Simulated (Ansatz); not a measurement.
A computed series for CdSe: response to strain

The reference is CdSe in the zinc blende structure (space group F-43m, No. 216).

Space group F-43m (No. 216); a = 6.0816 Å, b = 6.0816 Å, c = 6.0816 Å, α = 90.00°, β = 90.00°, γ = 90.00°

```
atom  site  symmetry       x       y       z
----  ----  --------  ------  ------  ------
Cd      4a      -43m  0.0000  0.0000  0.0000
Se      4d      -43m  0.7500  0.7500  0.7500
```
(The calculation used a cell of 2 atoms; values per cell refer to that cell.)

Strains are applied to the cell and any free atomic positions relax.

Method: DFT with PBEsol, PAW potentials and a 420 eV plane-wave cutoff in Ansatz (an electronic-structure program), without spin-orbit coupling.

```tsv
isotropic strain (%)	pressure (GPa)
-2	3.6
-1.5	2.6
-1	1.7
-0.5	?
0	0.0
0.5	-0.7
1.5	-2.1
2	-2.7
2.5	-3.2
```

Question: Fit P = P₀ − Bδ + Cδ² with δ = (1 + ε)³ − 1 to the rows shown and predict the withheld row.

Answer: Least squares on the printed values gives P₀ = 0.0 GPa, B = 52.5 GPa, C = 137 GPa (largest residual 0.0 GPa); this predicts 0.8 GPa, and the run gives 0.8 GPa, in agreement.

Stability against distortions was not tested.
